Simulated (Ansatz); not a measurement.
# A computed series for Mo: element substitutions

Take Mo in the bcc (W type) structure (space group Im-3m, No. 229; a = 3.130 Å) as the base.

Each row replaces one element on all its sites; cell and atoms are relaxed.

Levels (all Ansatz, a program for electronic structure, PAW): PBEsol (420 eV, scalar-relativistic without spin-orbit coupling); r2SCAN (500 eV, without spin-orbit coupling).

Pressures by level, all at the geometries relaxed with PBEsol:

```json
[
 {"case": "base", "PBEsol": "0.0 GPa", "r2SCAN": "5.7 GPa"},
 {"case": "Mo → Re", "PBEsol": "0.0 GPa", "r2SCAN": "4.0 GPa"},
 {"case": "Mo → Ge", "PBEsol": "0.0 GPa", "r2SCAN": "1.7 GPa"},
 {"case": "Mo → W", "PBEsol": "0.0 GPa", "r2SCAN": "4.6 GPa"}
]
```

Single points use the geometry relaxed with PBEsol. Their cutoffs differ, which shifts pressures a little. Whether these cells are dynamically stable was not tested. For Re and Ge in this form, whether it has been made was not checked. The final runs are not spin-polarised. This is not the structure that Re has at room temperature and ambient pressure. This is not the structure that Ge has at room temperature and ambient pressure.
